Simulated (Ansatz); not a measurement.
PtSe₂ (model structure, started from the anatase type, I4₁/amd, No. 141, 6 atoms in the cell): properties by level of theory

| level (code) | equilibrium lattice constant a (Å) | c axis length (Å) |
|---|---|---|
| PBE (Ansatz) | 5.056 | 12.063 |
| PBEsol (Ansatz) | 4.985 | 11.827 |
| PBE-D3(BJ) (Ansatz) | 5.096 | 10.815 |

Ansatz's density-functional and Hartree–Fock values are scalar-relativistic unless marked +SOC, with PAW data made under PBE.

The computed numbers hold no vibrational or temperature effects.

A model structure was made by putting elements into a prototype or built by hand; it is no filed structure, need not be a known phase, and can be a saddle point held by its symmetry.

Ansatz is a program for electronic structure.
